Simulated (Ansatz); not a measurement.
Consider BP in the zinc blende structure (space group F-43m, No. 216; a = 4.491 Å). Axes: x, y, z lie along the cube axes.

Method: Ansatz (a quantum-chemistry and plane-wave program) LDA, scalar-relativistic without spin-orbit coupling.

The change: an isotropic linear strain of −1.00 %, atoms relaxed at fixed cell.

Problem. Predict the stress tensor and what it implies for the stiffness.

Solution. Stress of the strained cell less that of the base (GPa, compression positive):
```
   5.60    0.00    0.00
   0.00    5.60    0.00
   0.00    0.00    5.60
```

Then B = −ΔP/(ΔV/V₀) with ΔV/V₀ = -0.0297 gives secant stiffness values (nonlinear terms included at this strain): B ≈ 189 GPa.

As a check, the harmonic strain energy −½ V₀ Δσ:ε is 5.9 meV/atom; the computed energy rise is 5.7 meV/atom.

Whether these cells are dynamically stable was not tested.
